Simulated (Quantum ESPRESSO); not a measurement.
A working Quantum ESPRESSO input for K₃Ba (Fm-3m, 4 atoms in the cell) (DFT, LDA (PZ), plane waves, GBRV 1.5 ultrasoft (LDA) pseudopotentials):

```fortran
&CONTROL
   calculation = 'scf'
   prefix = 'scf'
   outdir = './out'
   pseudo_dir = './'
   verbosity = 'high'
   tprnfor = .true.
   tstress = .true.
/
&SYSTEM
   ibrav = 0
   nat = 4
   ntyp = 2
   ecutwfc = 40
   ecutrho = 200
   occupations = 'smearing'
   smearing = 'gauss'
   degauss = 0.0147
/
&ELECTRONS
   conv_thr = 1.0d-8
/
ATOMIC_SPECIES
K     39.0983  k_lda_v1.4.uspp.F.UPF
Ba   137.3270  ba_lda_v1.uspp.F.UPF
CELL_PARAMETERS {angstrom}
   0.0000000000     5.2750920000     5.2750920000
   5.2750920000     0.0000000000     5.2750920000
   5.2750920000     5.2750920000     0.0000000000
ATOMIC_POSITIONS {crystal}
K     0.2500000000    0.2500000000    0.2500000000
K     0.7500000000    0.7500000000    0.7500000000
K     0.5000000000    0.5000000000    0.5000000000
Ba    0.0000000000    0.0000000000    0.0000000000
K_POINTS {automatic}
4 4 4  0 0 0
```

The run converged in 9 iterations: free energy E − TS -3281.5347 eV; Fermi level (on the code's own zero) 2.31 eV; pressure -1.12 GPa. Each of these slips is then made, one at a time:

(1)
```diff
-   calculation = 'scf'
+   calculation = 'SCF-run'
```

(2)
```diff
-CELL_PARAMETERS {angstrom}
-   0.0000000000     5.2750920000     5.2750920000
-   5.2750920000     0.0000000000     5.2750920000
-   5.2750920000     5.2750920000     0.0000000000
```

(3)
```diff
-   degauss = 0.0147
```

Task: How does each altered input end?

Result: 
(1) A value that the program does not know. The program stopped before any SCF iteration.
```
Error in routine  control_checkin (1):
calculation "SCF-run" not allowed
```

(2) No cell vectors for a free lattice. The program stopped before any SCF iteration.
```
Error in routine cell_base_init (1):
ibrav=0: must read cell parameters
```

(3) Smearing without a width. The program stopped before any SCF iteration.
```
Error in routine  set_occupations (1):
smearing requires a value for gaussian broadening (degauss)
```

The starting cell comes from a database of computed structures (which also holds hypothetical and non-ambient phases and stackings), without a prior relaxation at this level. Its lattice was rescaled by a random factor within 2.5 % of one.

Left out of this page: 4 runs of the series outside the window shown, repeating another row's setting, or not comparable.
